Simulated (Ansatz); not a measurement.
The starting structures come from a database of crystals and need not be the phases stable at ambient conditions.

 Where the default PAW files enter, the runs use the earlier of Ansatz's two default sets.

Inside the gap of an insulator the Bloch states are evanescent, with a wavenumber k + iκ along the transport direction.

Here is the system:

```xyz
14
Lattice="5.4436 -0.0087 -0.0416 1.3337 6.0869 -0.0021 -1.8557 -0.7758 5.0586" Properties=species:S:1:pos:R:3 pbc="T T T"
V      4.3704     1.2074     0.9161
V      0.5513     4.0950     4.0988
P      4.6410     4.3789     1.2184
P      0.2806     0.9235     3.7965
O      3.1262     1.4089     1.8374
O      1.7955     3.8935     3.1775
O      5.6989     5.3484     0.6135
O     -0.7772    -0.0459     4.4014
O      3.2130     4.7507     0.7562
O      1.7086     0.5518     4.2586
O      0.2731     0.8656     2.2513
O      4.6486     4.4368     2.7636
O     -0.0867     2.3486     4.2820
O      5.0083     2.9538     0.7329
```

Space group of this cell: C2/m. The cell was relaxed by PBE-D3(BJ); by r2SCAN its mean pressure is -4.0 GPa.

Transport runs along the normal of the first two printed cell vectors.

The gap is the functional's own, uncorrected, and κ follows it; spin-orbit coupling is left out. Mid-gap values are interpolated between the computed energies.

Estimate the band gap and the smallest decay constant κ at mid-gap that r2SCAN (Ansatz, a quantum-chemistry and plane-wave program) returns for this system.

Gap 1.97 eV on a 6×6×6 mesh; κ = 0.400 1/Å, at (0.500, 0.000) of the in-plane reciprocal vectors. At the zone centre, at the nearest computed energy, the slowest state has κ = 0.41 1/Å.
